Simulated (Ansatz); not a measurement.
# CdSe, response to strain

The parent structure is CdSe in the zinc blende structure (space group F-43m, No. 216; a = 6.007 Å). Axes: x, y, z lie along the cube axes.

Strains are applied to the cell and any free atomic positions relax; under biaxial strain the out-of-plane vector relaxes too.

All numbers come from Ansatz (a first-principles code) LDA, no SOC.

Candidates:
(a) biaxial strain −2.08 %, plane normal [111], relaxed out of plane
(b) biaxial strain −0.42 %, plane normal [111], relaxed out of plane
(c) biaxial strain −1.67 %, plane normal [111], relaxed out of plane
(d) biaxial strain +0.42 %, plane normal [111], relaxed out of plane

Task: Order them by out-of-plane strain, lowest first.

Result: (d) biaxial strain +0.42 %, plane normal [111], relaxed out of plane (-0.39 %), (b) biaxial strain −0.42 %, plane normal [111], relaxed out of plane (+0.40 %), (c) biaxial strain −1.67 %, plane normal [111], relaxed out of plane (+1.57 %), (a) biaxial strain −2.08 %, plane normal [111], relaxed out of plane (+1.96 %)

Stability against distortions was not tested.
